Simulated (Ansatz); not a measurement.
The starting structures come from a database of crystals and need not be the phases stable at ambient conditions.

Tunnelling through a barrier is set by its complex band structure: the current falls as exp(−2κd) with the smallest κ.

```xyz
10
Lattice="6.7498 0.0000 0.0000 0.0000 8.2140 0.0000 2.2982 0.0000 6.3465" Properties=species:S:1:pos:R:3 pbc="T T T"
Cs     0.9304     0.2480     0.6526
Cs     8.1176     4.3550     5.6939
Cs     5.1577     2.5437     3.6177
Cs     3.8904     6.6507     2.7288
S      4.2893     1.2026     0.3303
S      4.7587     5.3096     6.0162
S      1.7711     1.2026     3.9206
S      7.2770     5.3096     2.4260
S      7.1853     0.0642     5.0400
S      1.8627     4.1712     1.3066
```

Space group of this cell: Cmc2_1. The cell is taken as given.

Transport runs along the normal of the first two printed cell vectors.

No gap correction and no spin-orbit coupling; mid-gap values are interpolated between computed energies.

**Question.** Estimate the band gap and the smallest decay constant κ at mid-gap that r2SCAN in Ansatz (a program for electronic structure) returns for this system.

**Answer.** Gap 1.64 eV on a 6×4×6 mesh; κ = 0.288 1/Å, at (0.500, 0.000) of the in-plane reciprocal vectors. At the zone centre, at the nearest computed energy, the slowest state has κ = 0.38 1/Å.
